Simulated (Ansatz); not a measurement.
Ansatz (a first-principles code), DFT, PBE, plane waves, its default PAW files: cubic perovskite SrTiO3, atoms displaced (Sr8Ti8O24), 40 atoms. Basis and mesh were picked for this test and aren't claimed converged.

```
Item                                                     Value
-----------------------------  -------------------------------
cell                           7.81, 7.81, 7.81 Å; 90, 90, 90°
distance to the nearest atom                    1.87 to 2.71 Å
task                                              single point
k mesh                                                   2×2×2
hamiltonian.xc                                             pbe
kind of files                                              paw
scf.occupations.method                                   fixed
output.forces                                             true
memory maximum (--max-ram)                              200GiB
accuracy                                      medium (default)
basis.precision                                 auto (default)
basis.xc_grid                                      2 (default)
scf.eigensolver.kind                            auto (default)
scf.mixing.algorithm                            auto (default)
scf.mixing.preconditioner                       auto (default)
scf.convergence.dr2_threshold             4.7638e-07 (default)
scf.lower_state_search                         light (default)
k-points after symmetry                                      8
bands at the start                                         200
electrons                                                  320
plane waves at Γ                                          9315
cutoff (eV)                                                420
FFT grid                                              54×54×54
symmetry operations                                          1
```

Machine: one whole node, Arm Neoverse V2, 96 cores on 1 socket, no SMT, 1 L3 cache group.

Wall times, medians of two to five repeats, each run alone on the node (launch to exit). Unless noted, each process is bound to its own block of adjacent cores. The build: release build for Arm (Neoverse V2), one process with threads; another build can shift the numbers. Scratch files lie in a memory file system.

All on 16 threads. Base settings, kept where nothing else is said:  (scf.initial_density.chi_scale, kpoints.initial_grid, scf.initial_density.normalization not set). The candidates, on 16 cores each, agree within 1.0 meV/atom in energy, 10 meV/Å in forces (largest component):
A. scf.initial_density.chi_scale = 0, scf.initial_density.normalization = cell
B. scf.initial_density.chi_scale = 0.1
C. kpoints.initial_grid = auto
D. the base settings

Q: Pick the fastest of these ways to run it.

A: D (the base settings), 3.0 s. At the other end A takes 1.4× as long.

| candidate | wall time | repeats | SCF iterations |
|---|---|---|---|
| D | 3.0 s | 3 runs within 1 % | 7 |
| B | 4.0 s | 3 runs within 1 % | 12 |
| C | 4.1 s | 3 runs within 1 % | 19 |
| A | 4.3 s | 3 runs within 1 % | 13 |

From the slowest to the fastest: The largest move is in band solves (diag): 3.4 s to 2.2 s. The band solves carry the change: the iterations make 36966 against 24291 applications of H to a band, at 0.092 against 0.091 ms of diag time each. In the fastest run the program took: scf.mixing.algorithm MSR1, scf.mixing.preconditioner Resta, scf.eigensolver.kind band_cg, --slots 7, --kpoint-pools 1.

Keys are those of Ansatz 0.2.
